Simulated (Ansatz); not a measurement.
Ansatz (a first-principles code) run on BiSb (R3m, 2 atoms in the cell): relaxation of the atoms.

Level of theory: LDA (PW92), default PAW files made with PBE (plane waves; Ansatz).

The change in words: one atom moved by 0.15 angstrom; relax: default → atoms; relax.f_tol: default → 0.02 eV/Å. Reference geometry:
```
BiSb
1.0
    2.21516     1.27893     3.95527
   -2.21516     1.27893     3.95527
    0.00000    -2.55785     3.95527
Sb Bi
1 1
Direct
  0.76803   0.76803   0.76803
  0.23196   0.23196   0.23196
```

Reference input (self-consistent single point, DFT, LDA (PW92), plane waves, default PAW files made with PBE): basis.ecutwfc = 420 eV; kpoints.mp_grid.grid = 7 7 7; hamiltonian.xc = lda; hamiltonian.pseudopotentials = {kind: paw} (the program's default PAW files); scf.occupations.method = fermi_dirac; scf.occupations.width = 0.1 eV. This run's input differs from it in these lines:

```diff
@@ -6,3 +6,3 @@
   atoms:
-    - { symbol: Sb, position: [0.76802700, 0.76802700, 0.76802700] }
+    - { symbol: Sb, position: [0.78066800, 0.78066800, 0.78066800] }
     - { symbol: Bi, position: [0.23196000, 0.23196000, 0.23196000] }
@@ -17,2 +17,4 @@
   occupations: { method: fermi_dirac, width: 0.1 }
+relax:
+  f_tol: 0.02
 output:
```

Log, with long lists cut:

```
   [... SCF lines of the steps left out ...]
relax step   1: F+E_penalty+E_count = -18421.61047751 eV  Δ(F+E_penalty+E_count) = +0.000e0 eV  max|allowed force component| = 8.356e-1 eV/Å  Δτ_max = 0.0000 Å  (6 SCF iters, dr2 threshold 1.00e-5 eV, accepted)
relax step   2: F+E_penalty+E_count = -18421.62098597 eV  Δ(F+E_penalty+E_count) = -1.051e-2 eV  max|allowed force component| = 5.184e-1 eV/Å  Δτ_max = 0.1663 Å  (5 SCF iters, dr2 threshold 4.36e-5 eV, accepted)
relax step   3: F+E_penalty+E_count = -18421.66691181 eV  Δ(F+E_penalty+E_count) = -4.593e-2 eV  max|allowed force component| = 2.419e-1 eV/Å  Δτ_max = 0.0569 Å  (6 SCF iters, dr2 threshold 1.68e-5 eV, accepted)
relax step   4: F+E_penalty+E_count = -18421.67430112 eV  Δ(F+E_penalty+E_count) = -7.389e-3 eV  max|allowed force component| = 2.671e-2 eV/Å  Δτ_max = 0.0268 Å  (6 SCF iters, dr2 threshold 1.27e-5 eV, accepted)
relax step   5: F+E_penalty+E_count = -18421.67438121 eV  Δ(F+E_penalty+E_count) = -8.009e-5 eV  max|allowed force component| = 1.547e-3 eV/Å  Δτ_max = 0.0028 Å  (6 SCF iters, accepted)
the relaxation is at rest under the 6 symmetry operations that the run kept from its start: a minimum is not shown …
Free energy (F): -18421.674381 eV
Internal energy: -18421.667625 eV  (E = F + TS)
E sigma→0 (E₀):  -18421.671003 eV
Entropy (-TS):   -0.006756 eV (-3.378 meV/atom)
Fermi energy:    9.103884 eV
--- Forces (eV/Å), atoms counted from 1 ---
  atom   1  Sb     0.00000000    -0.00000000     0.00154807
  atom   2  Bi     0.00000000     0.00000000    -0.00154691
--- Stress (GPa, compression-positive) ---
       -2.012613      -0.000000      -0.000000
        0.000000      -2.012613      -0.000000
       -0.000000      -0.000000      -2.643342
  P = ⅓ Tr σ = -2.2229 GPa (-22.229 kbar)
   [... lines left out ...]
--- Relaxed structure (5 steps of the walk, 5 accepted, 0 SCFs on fresh bases) ---
  F+E_penalty+E_count = -18421.67438121 eV   max|allowed force component| = 1.547e-3 eV/Å
  atoms:
    - { symbol: Sb, position: [0.7739409724857229, 0.7739409724857229, 0.7739409724857228] }
    - { symbol: Bi, position: [0.2386870275142774, 0.2386870275142774, 0.2386870275142774] }
```

The run converged.  The full log also holds: “iter 4 did not close the SCF: its close was put off for the readings that it lacked (scf_convergence_deferred on its scf_iter line)”. The full log also holds: “iter 5 did not close the SCF: its close was put off for the readings that it lacked (scf_convergence_deferred on its scf_iter line)”.

Summary of the result:
| Item | Value |
|---|---|
| Free energy E − TS (on the zero of these files) | -18421.6744 eV |
| Pressure | -2.22 GPa |
| Largest force (vector length) | 0.002 eV/Å |
| Relaxation steps | 5 |

The starting cell comes from a database of computed structures (which also holds hypothetical and non-ambient phases and stackings), without a prior relaxation at this level. Its lattice was rescaled by up to half a per cent. For this run, on top of that: one atom moved by 0.15 angstrom. The relaxation keeps the symmetry of its start, so its end need not be a minimum. Ansatz's pressure includes its estimate of the finite-basis (Pulay) stress. A gap is left out here, as mesh or smearing make it unsure.

Cost on one core of a shared machine: roughly 30 s.

Keys are those of Ansatz 0.2.
